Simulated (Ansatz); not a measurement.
## Hypothetical P-3m1 La2S3 under a change: isotropic strain +0.70 %

Take La2S3 (space group P-3m1, No. 164; a = 4.622 Å, c = 6.906 Å; a hypothetical phase, not in the database extracts checked) as the base.

It is then changed as follows: the cell is scaled by 1.0070 in all directions, atoms relaxed at fixed cell.

Method: PBEsol/PAW in Ansatz (a first-principles code), no spin-orbit coupling. k-mesh 8×8×5 (Γ-centred); smearing 0.05 eV (Fermi–Dirac).

```json
[
 {"quantity": "volume per atom", "base": "25.55 Å³", "changed": "26.09 Å³", "shift": "+0.54 Å³"},
 {"quantity": "space group", "base": "P-3m1 (No. 164)", "changed": "P-3m1 (No. 164)", "shift": "–"},
 {"quantity": "shortest interatomic distance", "base": "2.778 Å", "changed": "2.794 Å", "shift": "+0.016 Å"},
 {"quantity": "energy relative to the base (free energy F)", "base": "0 meV/atom", "changed": "+2.3 meV/atom", "shift": "+2.3 meV/atom"},
 {"quantity": "band gap", "base": "2.11 eV", "changed": "2.15 eV", "shift": "+0.04 eV"},
 {"quantity": "gap character", "base": "direct at Γ", "changed": "direct at Γ", "shift": "–"},
 {"quantity": "mean gap deformation potential ΔEg/Δln V", "base": "–", "changed": "+1.9 eV", "shift": "–"},
 {"quantity": "width of the top valence band", "base": "0.74 eV", "changed": "0.72 eV", "shift": "-0.026 eV"},
 {"quantity": "valence-band top at Γ (three highest levels, from the VBM)", "base": "0.00, -0.58, -0.58 eV", "changed": "0.00, -0.57, -0.57 eV", "shift": "–"},
 {"quantity": "valley order (the lowest conduction-band minima on the path, energy above the VBM, named in the base's zone)", "base": "Γ 2.11 eV; M (1/2, 0, 0) 2.21 eV; K (1/3, 1/3, 0) 2.26 eV", "changed": "Γ 2.15 eV; M (1/2, 0, 0) 2.22 eV; K (1/3, 1/3, 0) 2.25 eV", "shift": "–"},
 {"quantity": "largest internal atomic displacement", "base": "–", "changed": "0.011 Å", "shift": "–"}
]
```

Final structure:

```
CELL_PARAMETERS angstrom
      4.65394     0.00000     0.00000
     -2.32697     4.03043     0.00000
      0.00000     0.00000     6.95484
ATOMIC_POSITIONS crystal
  La 0.33333 0.66667 0.23862
  La 0.66667 0.33333 0.76138
  S  0.00000 0.00000 0.00000
  S  0.33333 0.66667 0.65126
  S  0.66667 0.33333 0.34874
```

No phonon test of stability was made.
